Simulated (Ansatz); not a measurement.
## Electron-phonon data for V under load (space group Im-3m)

Consider the following.

```yaml
crystal:
  lattice:
    - [-1.49007, 1.49007, 1.49007]
    - [1.49007, -1.49007, 1.49007]
    - [1.49007, 1.49007, -1.49007]
  atoms:
    - { symbol: V, position: [0.00000, 0.00000, 0.00000] }
```

Level of theory: PBEsol, DFPT electron-phonon coupling, linearised Boltzmann equation (plane waves, PAW, scalar-relativistic; Ansatz, a quantum-chemistry and plane-wave program). Condition of this run: hydrostatic pressure -4 GPa (the target of the relaxation). Geometry: relaxed with this functional, without spin-orbit coupling, then loaded as said.

```
Item                                                                                                                     Value
--------------------------------------------------------------------------------------------------  --------------------------
resistivity at 300 K                                                                                                  26 μΩ·cm
electron mean free path at 300 K (weighted by the current that each state carries)                                     1.54 nm
resistivity times mean free path for one path shared by all states (from the Fermi surface's area)             3.5 ×10⁻¹⁶ Ω·m²
electron-phonon coupling λ                                                                                                1.59
transport coupling λ_tr                                                                                                   1.52
logarithmic mean phonon energy                                                                                        16.4 meV
density of states at the Fermi level                                                                0.87 states/(eV·spin·cell)
Drude plasma energy                                                                                                     8.2 eV
Hall coefficient at 300 K                                                                                      6.9 ×10⁻¹¹ m³/C
```

A metal at this level (no band gap). Only scattering by harmonic phonons is included (no impurities, grain boundaries, electron-electron scattering or thermal expansion). Spin-orbit coupling is left out. Values near or above 100 μΩ·cm, or paths under about 2 nm, lie near resistivity saturation, where the Boltzmann equation overshoots. The run warned that the eigensolver left some states short of its tolerance. Halving the electron mesh (40x40x40) moves the resistivity by up to 2 % at 300 K, the mean free path by up to 4 %, the coupling by up to 3 %. Smearing 0.20 eV; phonons on a 6x6x6 q mesh, which this run doesn't test and which matters most at low temperature.

Treated as nonmagnetic (a ferromagnetic start lost its moment, other orders weren't tried): V under load (space group Im-3m).
